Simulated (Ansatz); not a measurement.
Start from AgI (space group P6_3mc, No. 186; layered, stacked along the Cartesian z axis).

```
CELL_PARAMETERS angstrom
      4.43521     0.00000     0.00000
     -2.21761     3.84101     0.00000
      0.00000     0.00000    14.61085
ATOMIC_POSITIONS crystal
  Ag 0.00000 0.00000 0.32154
  Ag 0.00000 0.00000 0.82154
  Ag 0.66667 0.33333 0.42871
  Ag 0.33333 0.66667 0.92871
  I  0.00000 0.00000 0.01838
  I  0.00000 0.00000 0.51838
  I  0.66667 0.33333 0.23137
  I  0.33333 0.66667 0.73137
```

All numbers come from PBE-D3(BJ) (Ansatz, an electronic-structure program, PAW, no spin-orbit coupling).

Carriers are added at fixed cell with a uniform background; the Fermi–Dirac width is that of 300 K.

One change was made to it. Results:

The gap between the host's bands increases by 0.30 eV, from 1.45 eV to 1.75 eV; the largest internal atomic displacement is 0.060 Å; the Fermi level relative to the doped band's edge (positive inside the band; to 0.05 eV) is +0.35 eV.

Q: Name the change that was made.
A. electrons 7.0×10^21 cm⁻³
B. holes 7.0×10^21 cm⁻³
C. electrons 5.0×10^21 cm⁻³
D. holes 5.0×10^21 cm⁻³

A: B, holes 7.0×10^21 cm⁻³. For comparison, the gap between the host's bands in the other runs: holes 5.0×10^21 cm⁻³ gives 1.66 eV; electrons 7.0×10^21 cm⁻³ gives 0.91 eV; electrons 5.0×10^21 cm⁻³ gives 1.08 eV.

Charged cell with a jellium background: band edges are those of the host's band count, energies are not comparable with the neutral cell, and many-body gap narrowing is missing. With I present, leaving out spin-orbit coupling can change the band edges. Stability against distortions was not tested.
